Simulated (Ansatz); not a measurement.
# Effect of Nb → Be on Nb

Take Nb in the bcc (W type) structure (space group Im-3m, No. 229; a = 3.2713 Å) as the base.

It is then changed as follows: every Nb is replaced by Be; the structure is relaxed again.

Level of theory: Ansatz (a program for electronic structure), PBEsol, PAW, cutoff 420 eV, no spin-orbit coupling. Γ-centred 26×26×26 mesh, Fermi–Dirac width 0.05 eV, for the changed cell.

```tsv
quantity	base	changed	shift
volume per atom	17.50 Å³	7.74 Å³	-9.76 Å³
density	8.81 g/cm³	1.93 g/cm³	-6.88 g/cm³
lattice parameter a	3.271 Å	2.493 Å	-0.7786 Å
space group	Im-3m (No. 229)	Im-3m (No. 229)	–
shortest interatomic distance	2.833 Å	2.159 Å	-0.674 Å
band gap	zero	zero	–
```

Final structure:

```
CELL_PARAMETERS angstrom
     -1.24631     1.24631     1.24631
      1.24631    -1.24631     1.24631
      1.24631     1.24631    -1.24631
ATOMIC_POSITIONS crystal
  Be 0.00000 0.00000 0.00000
```

Stability against distortions was not tested. For Be in this form, whether it has been made was not checked. All final runs are without spin polarisation. This is not the structure that Be has at room temperature and ambient pressure.
